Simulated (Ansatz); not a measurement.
## Carrier doping in hypothetical P6_422 BeS

The parent structure is BeS (space group P6_422, No. 181; a = 3.424 Å, c = 7.746 Å; a hypothetical phase, not in the database extracts checked).

Carriers are added at fixed cell with a uniform background; the Fermi–Dirac width is that of 300 K.

All numbers come from PBEsol (Ansatz, a first-principles code, PAW, spin-orbit coupling left out).

Notes on the quantities. Fermi level from band edge: Fermi level relative to the doped band's edge (positive inside the band; to 0.05 eV).

```tsv
electron density (10^21 cm⁻³)	Fermi level from band edge (eV)
3	0.50
7	0.75
10	?
20	1.30
```

**Question.** Fit E_F = C n^s, fitted as a line in log–log form (a parabolic band gives s = 2/3) to the rows shown and predict the withheld row.

**Answer.** Least squares on the printed values gives C = 0.29 eV, s = 0.50 (largest residual 0.01 eV); this predicts 0.91 eV, and the run gives 0.95 eV, in agreement.

Carriers are added with a uniform compensating background; total energy and stress of such cells depend on the potential's zero and are not compared; many-body gap narrowing is missing at this level. No phonon test of stability was made. The base started in P3_121 and relaxed to P6_422 at this level.
